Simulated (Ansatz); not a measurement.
**Pressure series in VN**

Consider VN in the rock salt structure (space group Fm-3m, No. 225; a = 4.117 Å).

Cell and atoms are relaxed at each pressure.

Level of theory: Ansatz (a first-principles code), PBE, PAW, cutoff 420 eV, no SOC, earlier PAW set.

```
pressure (GPa)  volume per atom (Å³/atom)
--------------  -------------------------
-2                                  8.778
-1                                  8.750
0                                   8.722
0.7                                 8.703
1.5                                 8.681
3                                   8.641
5                                       ?
7.5                                 8.526
10                                  8.466
```

### Question
Fit the third-order Birch–Murnaghan form P(V) = (3B₀/2)[(V₀/V)^(7/3) − (V₀/V)^(5/3)]·[1 + (3/4)(B₀′ − 4)((V₀/V)^(2/3) − 1)] (squares taken in P) to the rows shown and predict the withheld row.

### Answer
Least squares on the printed values gives V₀ = 8.722 Å³/atom, B₀ = 315 GPa, B₀′ = 4.1; this predicts 8.589 Å³/atom, and the run gives 8.590 Å³/atom, in agreement.

Load acts through the strain it causes; cell and atoms are relaxed under it. Whether these cells are dynamically stable was not tested. No other phases were tried under pressure. Starting moments died away, wholly or in part, for the base; another magnetic solution may exist. All final runs are without spin polarisation.
